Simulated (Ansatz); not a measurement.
For TaS2 (R-3m, No. 166), LDA (Ansatz, a quantum-chemistry and plane-wave program, PAW) gives:

- lattice parameter a = 3.293 Å
- c axis length = 17.797 Å

Problem. What does PBEsol (PAW; Ansatz) give for the same quantities?

Solution. 
- lattice constant a: 3.320 Å (grows by 0.8 %)
- lattice parameter c: 18.409 Å (rises by 3.4 %)

Changes are worked out from the printed values.

Unless a cell is named, each level is at its own relaxed cell (LDA 18.57, PBEsol 19.53 Å³/atom).

Levels without +SOC leave out spin–orbit coupling, which shifts energies and cells of such heavy elements.

Caveats: the cell comes from a level without a dispersion term, which matters for the spacing of layers, chains or molecules (LDA, PBEsol). Ansatz's density-functional and Hartree–Fock values are scalar-relativistic unless marked +SOC, with PAW data made under PBE.
